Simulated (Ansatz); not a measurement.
The starting structures come from a database of crystals and need not be the phases stable at ambient conditions.

Tunnelling through a barrier is set by its complex band structure: the current falls as exp(−2κd) with the smallest κ.

Given:

```
CELL_PARAMETERS angstrom
      6.29157     0.00000     0.00000
      0.00000     9.52665     0.00000
      3.14578     0.00000     3.14578
ATOMIC_POSITIONS crystal
  Ba 0.00000 0.65883 0.50000
  Ba 0.50000 0.34117 0.50000
  Cu 0.00000 0.00000 0.00000
  Cu 0.50000 0.00000 0.00000
  Te 0.50000 0.84088 0.50000
  Te 0.00000 0.15912 0.50000
  F  0.50000 0.50000 0.00000
  F  0.00000 0.50000 0.00000
```

Space group of this cell: P4/nmm. The cell is taken as given; by r2SCAN its mean pressure is -1.4 GPa.

Transport runs along the normal of the first two printed cell vectors, the (110) plane of the conventional cell.

The gap is the functional's own, uncorrected, and κ follows it; spin-orbit coupling is left out. Mid-gap values are interpolated between the computed energies.

Q: Predict the band gap and the smallest decay constant κ at mid-gap from Ansatz (a first-principles code) with r2SCAN.

A: Gap 1.24 eV on a 10×4×10 mesh; κ = 0.180 1/Å, at (0.000, 0.500) of the in-plane reciprocal vectors. At the zone centre, at the nearest computed energy, the slowest state has κ = 0.19 1/Å.
